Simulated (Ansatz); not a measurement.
GaSb (I-4m2, No. 119, 2 atoms in the cell; start mp-1224785; a measured phase of this formula has another space group)

Computed with PBEsol in Ansatz (PAW).

Run with plane-wave cutoff 520 eV, 20×20×20 k mesh, Fermi–Dirac smearing 0.05 eV, scalar-relativistic PAW data made under PBE.

Cell (relaxed at this level):

```
GaSb
1.0
   -2.72043     2.72043     1.54382
    2.72043    -2.72043     1.54382
    2.72043     2.72043    -1.54382
Ga Sb
1 1
Direct
  0.75000   0.25000   0.50000
  0.00000   0.00000   0.00000
```

For GaSb (I-4m2, No. 119, 2 atoms in the cell; start mp-1224785; a measured phase of this formula has another space group), the band gap comes out as none and the bulk modulus B0 is 61.2 GPa.

Note: the relaxation could not lower the start's symmetry, so the cell can be a saddle point above a distorted one; the bulk modulus is −V dP/dV from two relaxed cells at ±2 % in volume.

Spin–orbit coupling is not included; it can open a gap where bands touch, and shift volumes and moduli.

Computed values are for the static lattice.

A start named mp-… is a Materials Project structure, which need not be a measured phase.

Ansatz is a first-principles code.
